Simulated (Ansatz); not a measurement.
Reference: GaAs (F-43m), PBEsol with spin-orbit coupling, rigid bands (plane waves, PAW; Ansatz, a quantum-chemistry and plane-wave program); geometry: cell and atoms relaxed with PBEsol.

```cif
data_AsGa
_chemical_formula_sum 'Ga1 As1'
_space_group_name_H-M_alt 'P 1'
_space_group_IT_number 1
_cell_length_a 4.00160
_cell_length_b 4.00160
_cell_length_c 4.00160
_cell_angle_alpha 60.000
_cell_angle_beta 60.000
_cell_angle_gamma 60.000
loop_
_space_group_symop_operation_xyz
  'x, y, z'
loop_
_atom_site_label
_atom_site_type_symbol
_atom_site_fract_x
_atom_site_fract_y
_atom_site_fract_z
_atom_site_occupancy
Ga1 Ga 0.00000 0.00000 0.00000 1
As1 As 0.25000 0.25000 0.25000 1
```

The band gap comes out as 0.32 eV and the hole conductivity mass is 0.41 mₑ. The Seebeck coefficient, p-type 1e19 cm⁻³ comes out as 241 μV/K.

Task: Swap Ga for Al, keeping the structure type. How do these values move?

Result: AlAs (F-43m): volume per atom 22.7 to 22.8 Å³; band gap rises (0.32 eV to 1.25 eV); hole conductivity mass rises (0.41 mₑ to 0.59 mₑ); Seebeck coefficient, p-type 1e19 cm⁻³ rises (241 μV/K to 303 μV/K).

Task: Swap As for P, keeping the structure type. How do these values move?

Result: GaP (F-43m): volume per atom 22.7 to 20.1 Å³; band gap rises (0.32 eV to 1.43 eV); hole conductivity mass rises (0.41 mₑ to 0.48 mₑ); Seebeck coefficient, p-type 1e19 cm⁻³ rises (241 μV/K to 318 μV/K).

Moves up to 5 % count as about the same. Masses are for dilute carriers at 300 K, harmonic means over directions unless an axis is named. Seebeck coefficients are for the stated density at 300 K, with one relaxation time for all states and whether or not that doping can be reached.
